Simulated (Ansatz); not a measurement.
The reference is Bi2Se3 in the Bi2Te3 type structure (space group R-3m, No. 166; a = 4.144 Å, c = 28.448 Å (hexagonal axes)).

The values are results of PBE-D3(BJ) (Ansatz, a program for electronic structure; PAW; 420 eV plane waves; without spin-orbit coupling), not measurements.

Now apply this change: full substitution Se → Te; the structure is relaxed again.

Measured lattice parameter a: Bi2Se3 4.143 Å (temperature not stated; as listed in Xin Luo, Michael B. Sullivan, Su Ying Quek, Physical Review B (2012)); Bi2Te3 4.386 Å (temperature not stated; as listed in Xin Luo, Michael B. Sullivan, Su Ying Quek, Physical Review B (2012)).

### Question
How well does PBE-D3(BJ) reproduce the measured shift?

### Answer
With PBE-D3(BJ) the lattice parameter a moves by +0.243 Å (4.144 → 4.387) against +0.243 Å measured.

No phonon test of stability was made.
